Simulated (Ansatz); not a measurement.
Functionals compared on CH3 on the 1x1 (100) surface of monoclinic HfO2 (cut with top plane 2 O), one in a 1x1 cell, started at the site 'over Hf at depth 1.0 Å', in Ansatz (plane waves, PAW). The structure was relaxed with PBE; the other rows are single points on it, each with its references at the same level. Cutoff 420 eV (500 eV for r2SCAN). The points keep PBE's geometry, so the relaxation of a polaron and the settling of charge on one site are left out.

Host crystal: monoclinic HfO2, with a band gap (PBE, scalar-relativistic without spin-orbit coupling).

Slab: 28 atoms, 9.3 Å thick at the start under the adsorbate (thin: gaps and levels are the slab's own); k 4x4x1, smearing 0.01 eV, dipole-corrected; 12 atoms held, the rest relaxed; no symmetry held; spin-polarised, ending with about 1.0 μB a cell; orders that need a larger cell were not tried, no spin-orbit, no U, no dispersion correction. At the end it is bonded to Hf. In PBE it is, or lies within 0.03 eV of, the lowest of the starts that converged. These notes are the PBE run's. r2SCAN: The program's check for a lower electronic state was not made. Adsorption energies are against CH4(g) − ½ H2(g). A negative adsorption energy means that the adsorbate is more stable on the surface than in its reference.

```tsv
functional	adsorption energy (eV)	gap of the slab on its k-mesh (eV)	highest filled level below the top vacuum level (eV)	magnetic moment of the cell (μB)	rough cost of the single point
PBE	2.13	1.66	6.20	1.00	–
RPBE	2.22	1.74	6.06	1.00	roughly 13 core-minutes
r2SCAN	[?]	[?]	[?]	1.00	very roughly 23 core-minutes
```

**Question.** Some entries are withheld; supply them.

**Answer.** 
- r2SCAN, adsorption energy (eV): 1.87
- r2SCAN, gap of the slab on its k-mesh (eV): 2.46
- r2SCAN, highest filled level below the top vacuum level (eV): 6.46

Ansatz is a first-principles code.
